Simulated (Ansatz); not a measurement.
```
CELL_PARAMETERS angstrom
      2.04544    -7.28471     0.00000
      2.04544     7.28471     0.00000
      0.00000     0.00000     5.82277
ATOMIC_POSITIONS crystal
  Ba 0.65068 0.34932 0.14628
  Ba 0.34932 0.65068 0.64628
  Mg 0.91556 0.08444 0.18984
  Mg 0.08444 0.91556 0.68984
  F  0.42092 0.57908 0.20374
  F  0.57908 0.42092 0.70374
  F  0.80278 0.19722 0.38121
  F  0.19722 0.80278 0.88121
  F  0.02845 0.97155 0.00858
  F  0.97155 0.02845 0.50858
  F  0.16362 0.83638 0.41982
  F  0.83638 0.16362 0.91982
```

Relaxed-ion tensors in this frame from PBEsol in Ansatz (an electronic-structure program). Proper piezoelectric stress tensor e (C/m²):

```
 0.00   0.00   0.00   0.00   0.02   0.00
 0.00   0.00   0.00   0.82   0.00   0.00
 0.01  -0.16  -0.59   0.00   0.00   0.00
```

Stiffness C (GPa):

```
 142  36.7  66.5   0.0   0.0   0.0
36.7  77.3  31.4   0.0   0.0   0.0
66.5  31.4  95.9   0.0   0.0   0.0
 0.0   0.0   0.0  22.2   0.0   0.0
 0.0   0.0   0.0   0.0  52.2   0.0
 0.0   0.0   0.0   0.0   0.0  30.7
```

The cell is a database entry relaxed within its symmetry; it need not be the phase found at ambient conditions.

Obtain the piezoelectric strain tensor d.

d = e S with S = C⁻¹, in pC/N:

```
 0.0   0.0   0.0   0.0   0.4   0.0
 0.0   0.0   0.0  36.9   0.0   0.0
 4.4  -0.5  -9.1   0.0   0.0   0.0
```
